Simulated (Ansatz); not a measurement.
## A computed series for hypothetical rock salt PdGe: response to strain

Start from PdGe in the rock salt structure (space group Fm-3m, No. 225; a = 5.128 Å; a hypothetical phase, not in the database extracts checked). Axes: x, y, z lie along the cube axes.

Strains are applied to the cell and any free atomic positions relax; under biaxial strain the out-of-plane vector relaxes too; under stress the whole cell relaxes.

Levels (all Ansatz, a quantum-chemistry and plane-wave program, PAW): PBEsol (420 eV, no spin-orbit coupling); r2SCAN (500 eV, spin-orbit coupling left out).

Pressures by level, all at the geometries relaxed with PBEsol:

```csv
case,PBEsol,r2SCAN
base,0.0 GPa,2.8 GPa
"biaxial strain −1.38 %, plane normal [001], relaxed out of plane",2.0 GPa,4.9 GPa
uniaxial strain ε_yy = −0.96 %,1.3 GPa,4.1 GPa
"uniaxial stress, 8 GPa compression along z",2.7 GPa,5.5 GPa
"uniaxial stress, 0.5 GPa tension along z",-0.2 GPa,2.6 GPa
"strain tensor (xx, yy, zz, yz, xz, xy) = (−1.28, +0.66, −0.60, −1.36, −0.40, −0.35) %",1.7 GPa,4.6 GPa
```

Single points use the geometry relaxed with PBEsol. Their cutoffs differ, which shifts pressures a little. Without a gap, meshes like the base's 16×16×16 leave anisotropic stresses uncertain by several tenths of a GPa, and small strain energies with them. Stability under load was not tested beyond the relaxation. All final runs are without spin polarisation.
